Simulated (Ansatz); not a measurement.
Abridged Ansatz (an electronic-structure program) output:

```
Relaxation: its limit of steps is 50 (relax.max_steps)
Pseudopotential: Mo, paw, valence charge 14
Crystal: 1 atoms, lattice volume = 15.178 Å³
Basis set: ecut = 500 eV, 381 PW (Γ), exchange–correlation on 80×80×80 points (64 copies of the dense FFT grid, shifted against one another)
Bands: 11, of which v1, the nominal top of the filled ones, is band 7 counted from 1 (6 counted from 0)
Symmetry: 48 space group operations
k-points: 680 of 24389
Functional: x = r2scan, c = r2scan; τ floored in thin density (d = 2e-4 eV/Å³)
SCF iter   1: F=—  HF=-4967.593504 eV  |F-HF|=—  |Δ(HF+E_count)|=         —  Δρ=9.28e-3  dr2=9.93e-3  dr2_τ=1.99e-2  ethr=1.77e-3  ⟨swp⟩=5.1  Hψ=45905  notcnv=0
SCF iter   2: F=—  HF=-4967.593596 eV  |F-HF|=—  |Δ(HF+E_count)|=   9.15e-5  Δρ=3.07e-3  dr2=2.75e-4  dr2_τ=3.96e-4  ethr=7.09e-5  ⟨swp⟩=2.6  Hψ=18107  notcnv=0
SCF 1 converged in 6 iterations: F = -4967.593874 eV  dr2 = 3.57e-11
relax step   1: F+E_penalty+E_count = -4967.59387398 eV  Δ(F+E_penalty+E_count) = +0.000e0 eV  max|allowed force component| = 0.000e0 eV/Å  Δτ_max = 0.0000 Å  (6 SCF iters, accepted)
Crystal: 1 atoms, lattice volume = 15.178 Å³
SCF iter   1: F=—  HF=-4967.593874 eV  |F-HF|=—  |Δ(HF+E_count)|=         —  Δρ=8.07e-7  dr2=3.57e-11  dr2_τ=7.81e-12  ethr=1.00e-12  ⟨swp⟩=1.4  Hψ=48466  notcnv=0
SCF iter   2: F=-4967.593874 eV  HF=-4967.593874 eV  |F-HF|=4.55e-12  |Δ(HF+E_count)|=  1.64e-11  Δρ=4.10e-7  dr2=6.55e-12  dr2_τ=1.46e-12  ethr=1.00e-12  ⟨swp⟩=3.9  Hψ=21162  notcnv=0
SCF 2 converged in 2 iterations: F = -4967.593874 eV  dr2 = 6.55e-12
SCF converged after 2 iterations
Free energy (F): -4967.593874 eV
Internal energy: -4967.574419 eV  (E = F + TS)
E sigma→0 (E₀):  -4967.584147 eV
Entropy (-TS):   -0.019455 eV (-19.455 meV/atom)
Fermi energy:    21.801116 eV
--- Forces (eV/Å), atoms counted from 1 ---
  atom   1  Mo     0.00000000    -0.00000000    -0.00000000
--- Stress (GPa, compression-positive) ---
        8.731585       0.000000      -0.000000
        0.000000       8.731585      -0.000000
       -0.000000       0.000000       8.731585
  P = ⅓ Tr σ = 8.7316 GPa (87.316 kbar)
--- Relaxed structure (1 steps of the walk, 1 accepted, 0 SCFs on fresh bases) ---
  atoms:
    - { symbol: Mo, position: [0.0, 0.0, 0.0] }
```

Q: What was computed, and what are the main results?

A: Mo, 1 atom in the cell, with r2SCAN (Ansatz, PAW, scalar-relativistic without spin-orbit coupling). The last SCF converged to F = -4967.593874 eV, or -4967.5939 eV per atom, at a pressure of 8.73 GPa. The total energy compares only with runs of the same code, potentials and settings.

The cells carry an imposed strain or load. Whether these cells are dynamically stable was not tested. The final runs are not spin-polarised. The cell was made from Mo in the bcc (W type) structure (space group Im-3m, No. 229) by this change: isotropic strain −1.00 %.

Keys are those of Ansatz 0.2.
